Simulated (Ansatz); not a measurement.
## BHO2 (P2₁/c, No. 14; cell taken from a computed entry)

Level of theory: r²SCAN (PAW; Ansatz, an electronic-structure program).

Numerical settings: plane-wave cutoff 500 eV, 6×6×6 k mesh, Fermi–Dirac smearing 0.05 eV, scalar-relativistic PAW data made under PBE.

Cell: relaxed at this level.

For BHO2 (P2₁/c, No. 14; cell taken from a computed entry), the equilibrium volume per atom is 8.88 Å³/atom and the band gap is 7.08 eV (on the SCF k mesh).

Note: the relaxation could not lower the start's symmetry, so the cell can be a saddle point above a distorted one.

The computed numbers hold no vibrational or temperature effects.

It cost very roughly 70 core-minutes of CPU time.
